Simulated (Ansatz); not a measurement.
**Response to strain in Ga**

Take Ga (space group Cmcm, No. 63; a = 7.6562 Å, b = 4.5771 Å, c = 4.5356 Å; relaxed with 0.1 eV smearing) as the base. Axes: x, y, z lie along a, b, c of the conventional cell.

Strains are applied to the cell and any free atomic positions relax; under biaxial strain the out-of-plane vector relaxes too.

Computed with Kohn–Sham DFT with the PBEsol functional, run in Ansatz (a first-principles code) with PAW and 420 eV plane waves, spin-orbit coupling left out.

Notes on the quantities. pressure: mean of the normal stresses, compression positive.

| change | pressure | volume per atom |
|---|---|---|
| base | 0.0 GPa | 19.87 Å³ |
| biaxial strain +4.80 %, plane normal [001], relaxed out of plane | -2.1 GPa | 20.68 Å³ |
| isotropic strain +0.86 % | (withheld) | 20.39 Å³ |
| uniaxial strain ε_yy = +1.44 % | -0.7 GPa | 20.15 Å³ |

Q: Complete the table.

A: 
- isotropic strain +0.86 %, pressure: -1.3 GPa

No phonon test of stability was made. This is not the structure that Ga has at room temperature and ambient pressure.
